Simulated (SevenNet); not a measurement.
AlB2-type HfB2

Method: the machine-learned potential SevenNet-0 (trained on PBE and PBE+U data).

Cell (relaxed at this level):

HfB$_{2}$ has the hexagonal space group P6/mmm (No. 191), Pearson symbol hP3. Cell: a = 3.1422 Å, b = 3.1422 Å, c = 3.4958 Å, α = 90.00°, β = 90.00°, γ = 120.00°. Hf on 1a has 12 B at 2.519 Å. B on 2d sees 3 B at 1.814 Å and 6 Hf at 2.519 Å. (Neighbours: up to the widest gap in distance over summed covalent radii, below 1.35, at either atom; cation-cation and far metal-metal contacts left out.)

```json
{
  "lattice_parameter_a": "3.142 Å",
  "lattice_parameter_c": "3.496 Å",
  "volume_per_atom": "9.96 Å³/atom"
}
```

Measured, for comparison: lattice constant a 3.14 Å, lattice parameter c 3.48 Å (temperature not stated, copied from a table, unchecked, not corrected to a static lattice; as tabulated in Journal of Nuclear Materials 21, 14 (1967)); equilibrium volume per atom 9.91 Å³/atom (room temperature, not corrected to a static lattice; as tabulated in Burrage et al. (2022), doi:10.3390/ma15082762). Computed (rounded) less measured: lattice constant a not scored (unchecked), lattice parameter c not scored (unchecked), equilibrium volume per atom +0.5 %.

A machine-learned potential is trained on density-functional data: it inherits that level's misses and adds fitting errors of its own.
